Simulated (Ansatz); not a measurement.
Levels about the gap of amorphous Si24O53Ta2 (79 atoms in a cell of 1180 Å³, 2.65 g/cm³; zone centre alone, so wide bands show as single levels with stretches between that a denser mesh fills), at the geometry that PBE relaxed, where it gives 1.9 GPa on a denser mesh. Exact exchange is cut at the faces of this small cell, which leaves a finite-size error. The participation number counts the atoms over which a state spreads; weights are charges in smoothed Voronoi cells. The levels come from a single point, so bond lengths are those of that geometry. Method of the levels: HSE06, scalar-relativistic without spin-orbit coupling (Ansatz, an electronic-structure program). Sampling: the zone centre alone; Fermi-Dirac width 0.02 eV; no spin polarisation. At PBE the levels at both edges of the gap are localised (band-tail or defect states), and the nearest spread-out levels lie 5.4 eV apart at the zone centre.

The cell was made by melting and quenching with the CHGNet potential and then relaxed with DFT. O atoms were pushed apart under 1.9 Å during the dynamics, to hinder bonds among them. The hot cell started wider than the set density and was brought back towards it in steps. It is the lowest in DFT energy of 2 quenches. It is a model cell: composition and starting density were chosen by hand, and all elements were melted together. No dispersion term was used. Its density started from a set value of 2.65 and ended at 2.65 g/cm³. The quench (nominally 320 K/ps over its main leg) was far faster than any real one, so the model tends to hold more defects than a real film. One small periodic cell is one sample of the glass; other quenches scatter about these values. The volume was held where the preparation left it, at a PBE pressure of 1.9 GPa. Stress components on the final sampling reach 3.8 GPa.

```tsv
E - E(highest filled), eV	filling	participation number	largest on	weight O	weight Ta	weight Si
-0.41	filled	25.6	O, 2 neighbours	0.96	0.00	0.03
-0.39	filled	15.1	O, 2 neighbours	0.96	0.00	0.04
-0.32	filled	7.0	O, 2 neighbours	0.96	0.00	0.04
-0.29	filled	7.5	O, 2 neighbours	0.96	0.00	0.03
-0.23	filled	11.3	O, 2 neighbours	0.96	0.00	0.04
-0.16	filled	7.5	O, 2 neighbours	0.96	0.01	0.03
0.00	filled	5.4	O, 2 neighbours	0.95	0.01	0.04
6.15	empty	2.7	Ta, 6 neighbours	0.36	0.59	0.05
6.23	empty	2.6	Ta, 6 neighbours	0.34	0.61	0.05
6.36	empty	4.6	Ta, 6 neighbours	0.35	0.60	0.04
6.38	empty	4.7	Ta, 5 neighbours	0.36	0.60	0.04
6.59	empty	2.7	Ta, 5 neighbours	0.37	0.59	0.04
6.80	empty	19.3	Ta, 5 neighbours	0.60	0.21	0.19
7.08	empty	6.5	Ta, 5 neighbours	0.50	0.38	0.12
```

Most localised among these is the empty level at +6.23 eV, on a Ta atom, which has 6 neighbours (O 1.91 Å, O 1.92 Å, O 1.95 Å, O 1.99 Å, O 2.00 Å, O 2.42 Å).
